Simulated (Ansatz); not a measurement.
## Carrier doping in Cu2O

Start from Cu$_{2}$O (space group Pn-3m, No. 224; a = 4.299 Å).

Carriers are added at fixed cell with a uniform background; the Fermi–Dirac width is that of 300 K.

Calculations: Kohn–Sham DFT with the PBE functional, run in Ansatz (a quantum-chemistry and plane-wave program) with PAW and 420 eV plane waves, spin-orbit coupling left out, earlier PAW set.

Notes on the quantities. Fermi level from band edge: Fermi level relative to the doped band's edge (positive inside the band; to 0.05 eV).

```json
[
 {"hole density (10^21 cm⁻³)": "2", "Fermi level from band edge (eV)": "0.15"},
 {"hole density (10^21 cm⁻³)": "3", "Fermi level from band edge (eV)": "0.20"},
 {"hole density (10^21 cm⁻³)": "5", "Fermi level from band edge (eV)": "?"},
 {"hole density (10^21 cm⁻³)": "20", "Fermi level from band edge (eV)": "0.45"}
]
```

Fit E_F = C n^s, fitted as a line in log–log form (a parabolic band gives s = 2/3) to the rows shown and predict the withheld row.

Least squares on the printed values gives C = 0.11 eV, s = 0.46 (largest residual 0.01 eV); this predicts 0.24 eV, and the run gives 0.25 eV, in agreement.

Charged cell with a jellium background: band edges are those of the host's band count, energies are not comparable with the neutral cell, and many-body gap narrowing is missing. Whether these cells are dynamically stable was not tested. No Hubbard U is applied. The final runs are not spin-polarised.
